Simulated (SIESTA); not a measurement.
## Variants of one calculation on Mg2Sc3WS8 (R-3m, 14 atoms in the cell)

```xyz
14
Lattice="3.7741 2.1790 6.0629 -3.7741 2.1790 6.0629 0.0000 -4.3579 6.0629" Properties=species:S:1:pos:R:3 pbc="T T T"
Mg     0.0000     0.0000     2.2787
Mg     0.0000     0.0000    15.9101
Sc    -1.8870    -1.0895     6.0629
Sc     1.8870    -1.0895     6.0629
Sc     0.0000     2.1790     6.0629
W      0.0000     0.0000     9.0944
S      1.7455     1.0078     7.5875
S     -1.7455    -1.0078    10.6013
S     -1.7455     1.0078     7.5875
S      1.7455    -1.0078    10.6013
S      0.0000    -2.0156     7.5875
S      0.0000     2.0156    10.6013
S      0.0000     0.0000    13.4912
S      0.0000     0.0000     4.6976
```
Moments meant for the start (each program seeds them in its own way; μB, in the order of the atoms Mg Mg Sc Sc Sc W S S S S S S S S): 0.0 0.0 0.0 0.0 0.0 1.0 0.0 0.0 0.0 0.0 0.0 0.0 0.0 0.0.

Base run A: GGA PBEsol, numerical atomic orbitals DZP, PseudoDojo PBEsol standard norm-conserving potentials (rewritten from UPF to PSML) run with SIESTA, self-consistent single point.

Its settings: XC.functional = GGA; XC.authors = PBEsol; potentials = PseudoDojo PBEsol standard; PAO.BasisSize = DZP; PAO.EnergyShift = 0.01 Ry; MeshCutoff = 300 Ry; kgrid.MonkhorstPack = 5 5 5; OccupationFunction = FD; ElectronicTemperature = 0.1 eV; Spin = polarized; MaxSCFIterations = 150; SCF.Mixer.Method = Broyden; SCF.Mixer.Weight = 0.1; SCF.Mixer.History = 8; SCF.DM.Tolerance = 1.0E-05.

The starting cell comes from a database of computed structures (which also holds hypothetical and non-ambient phases and stackings), without a prior relaxation at this level. With one magnetic atom in the cell only a parallel order is possible. Values carry the incompleteness of an atom-centred basis. In the base run, with a pressure of about -3 GPa the cell is away from its equilibrium volume at this level.

ΔF is the free energy per atom less that of run A. A dash stands where there is no value to compare (another energy zero or no entropy term, no result, no spin, no clean gap, or a mesh too coarse for one). Total energies depend on the potentials, the functional and any Hubbard or dispersion term, so they are compared only between runs that share all of them.

Runs:
- B: OccupationFunction: FD → MP; OccupationMPOrder: default → 1
- C: ElectronicTemperature: 0.1 eV → 0.03 eV
- D: pseudopotentials: PseudoDojo PBEsol standard → PseudoDojo PBEsol fully relativistic; Spin: polarized → spin-orbit [GGA PBEsol with spin-orbit coupling]

```csv
run,ΔF (meV/atom),pressure (GPa),largest force (eV/Å),size of the net moment (μB/atom),k-points,ending
A,0.00,-3.26,0.455,0.18,63,converged
B,–,–,–,–,63,not converged
C,2.9,-3.12,0.458,0.20,63,converged
D,–,-3.50,0.457,0.17,125,converged
```

Run D against A: The pressure goes from -3.26 to -3.50 GPa, the largest force hardly changes (0.455 to 0.457 eV/Å) and the size of the net moment hardly changes (0.18 to 0.17 μB/atom).

Run C against A: The free energy goes up by 2.9 meV/atom, the pressure goes from -3.26 to -3.12 GPa, the largest force moves little (0.455 to 0.458 eV/Å) and the size of the net moment hardly changes (0.18 to 0.20 μB/atom).
